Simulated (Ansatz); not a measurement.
## W under load (space group I4/mmm): resistivity and electron-phonon coupling

Data:

```yaml
crystal:
  lattice:
    - [-1.56954, 1.56954, 1.58369]
    - [1.56954, -1.56954, 1.58369]
    - [1.56954, 1.56954, -1.58369]
  atoms:
    - { symbol: W, position: [0.00000, 0.00000, 0.00000] }
```

All values below come from PBEsol, DFPT electron-phonon coupling, linearised Boltzmann equation (plane waves, PAW, scalar-relativistic; Ansatz, a program for electronic structure). Condition of this run: biaxial stress xx = yy = 3 GPa (compression positive) (the target of the relaxation). Geometry: relaxed with this functional, without spin-orbit coupling, then loaded as said.

```
Property                                                                                                       Value
--------------------------------------------------------------------------------------------------  ----------------
resistivity at 300 K                                                                                       5.0 μΩ·cm
resistivity at 77 K                                                                                       0.57 μΩ·cm
electron mean free path at 300 K (weighted by the current that each state carries)                           17.3 nm
resistivity times mean free path for one path shared by all states (from the Fermi surface's area)   7.8 ×10⁻¹⁶ Ω·m²
Drude plasma energy                                                                                           7.9 eV
Hall coefficient at 300 K                                                                           14.8 ×10⁻¹¹ m³/C
```

A metal at this level (no band gap). Only scattering by harmonic phonons is included (no impurities, grain boundaries, electron-electron scattering or thermal expansion). Spin-orbit coupling is left out, which matters with elements this heavy. The squared frequency of the phonon mode least converged on the k mesh is uncertain by about 19 %. The run warned that the eigensolver left some states short of its tolerance. Halving the electron mesh (36x36x36) moves the resistivity by up to 9 % at 300 K, the mean free path by up to 9 %. Smearing 0.20 eV; phonons on a 6x6x6 q mesh, which this run doesn't test and which matters most at low temperature.
